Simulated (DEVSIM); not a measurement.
Device: abrupt GaAs n-p junction, at 300 K.

```
layer (left to right)  material  thickness (μm)  Nd (cm⁻³)  Na (cm⁻³)  τn (s)  τp (s)
---------------------  --------  --------------  ---------  ---------  ------  ------
1                          GaAs            52.0     4.6e16          -  1.8e-8  1.8e-8
2                          GaAs           0.670          -     2.1e14  1.8e-8  1.8e-8
```

Left contact: ohmic. Right contact: ohmic. Voltage is applied to the left contact. Recombination: SRH at mid-gap, Auger. Mobility is μmin + (μ − μmin)/(1 + (N/Nref)^α).

The device is made up for the run: typed textbook-type constants, with dimensions and the other settings drawn at random. Values at 300 K.

| parameter | GaAs |
|---|---|
| gap (eV) | 1.424 |
| affinity (eV) | 4.07 |
| permittivity | 12.9 |
| Nc (cm⁻³) | 4.7e17 |
| Nv (cm⁻³) | 9e18 |
| μn (cm²/Vs) | 8500 |
| μp (cm²/Vs) | 400 |
| μn,min | 500 |
| μp,min | 20 |
| Nref,n | 6e16 |
| Nref,p | 1.5e17 |
| αn | 0.39 |
| αp | 0.38 |
| Cn (cm⁶/s) | 1e-30 |
| Cp (cm⁶/s) | 1e-30 |

Simulated with DEVSIM: 1D drift-diffusion, Boltzmann statistics, complete ionisation; no tunnelling, impact ionisation, image-force lowering or self-heating.

Question: Give the dark forward current.

Answer: 
(V (V), J (A/cm²)): (-0.05, -1.0e-10); (-0.10, -3.8e-10); (-0.15, -1.2e-9); (-0.20, -3.9e-9); (-0.25, -1.4e-8); (-0.30, -5.8e-8); (-0.35, -2.8e-7); (-0.40, -1.6e-6); (-0.45, -9.2e-6); (-0.50, -5.6e-5); (-0.55, -0.00034); (-0.60, -0.0021); (-0.65, -0.013); (-0.70, -0.074); (-0.75, -0.42); (-0.80, -2.2); (-0.85, -11); (-0.90, -42); (-0.95, -120); (-1.00, -250); (-1.05, -420); (-1.10, -630); (-1.15, -860); (-1.20, -1100); (-1.25, -1400); (-1.30, -1600); (-1.35, -1900); (-1.40, -2200)
